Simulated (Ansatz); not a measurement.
Start from Cu3N (space group Pm-3m, No. 221; a = 3.827 Å). Axes: x, y, z lie along the cube axes.

Level of theory: PBE (Ansatz, a program for electronic structure), no SOC.

Before the change:

```
Quantity     Value
--------  --------
Pressure  0.00 GPa
```

Modification: tensile biaxial strain of 1.80 % in the plane normal to [001], as in epitaxy on a mismatched substrate; the out-of-plane cell vector and the atoms relax.

**Question.** How does this affect the energy relative to the base?

**Answer.** The energy rises by 7.1 meV/atom.

**Question.** How does this affect the out-of-plane strain?

**Answer.** The out-of-plane strain comes out as -0.79 %.

**Question.** Estimate the effect on the pressure.

**Answer.** The pressure (mean of the normal stresses, compression positive) goes from zero to -2.88 GPa.

No phonon test of stability was made. The final runs are not spin-polarised.
